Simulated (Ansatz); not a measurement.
Take ZnInGaO$_{4}$ (space group R3m, No. 160) as the base.

```yaml
crystal:
  lattice:
    - [1.67802, 0.96880, 8.70383]
    - [-1.67802, 0.96880, 8.70383]
    - [0.00000, -1.93761, 8.70383]
  atoms:
    - { symbol: In, position: [0.99692, 0.99692, 0.99692] }
    - { symbol: Ga, position: [0.21295, 0.21295, 0.21295] }
    - { symbol: Zn, position: [0.78120, 0.78120, 0.78120] }
    - { symbol: O, position: [0.13648, 0.13648, 0.13648] }
    - { symbol: O, position: [0.87896, 0.87896, 0.87896] }
    - { symbol: O, position: [0.28877, 0.28877, 0.28877] }
    - { symbol: O, position: [0.70473, 0.70473, 0.70473] }
```

Level of theory: PBE (Ansatz, an electronic-structure program, PAW, without spin-orbit coupling).

For the base:

```
Property                         Value
-----------------------------  -------
Width of the top valence band  0.45 eV
Band gap                       1.11 eV
```

It is then changed as follows: the cell is scaled by 0.9518 in all directions; the atoms relax in the strained cell.

Problem. How does this affect the width of the top valence band?

Solution. The width of the top valence band goes up by 0.237 eV to 0.68 eV.

Problem. Estimate the effect on the band gap.

Solution. The band gap rises by 0.58 eV (1.11 eV → 1.69 eV).

Whether these cells are dynamically stable was not tested.
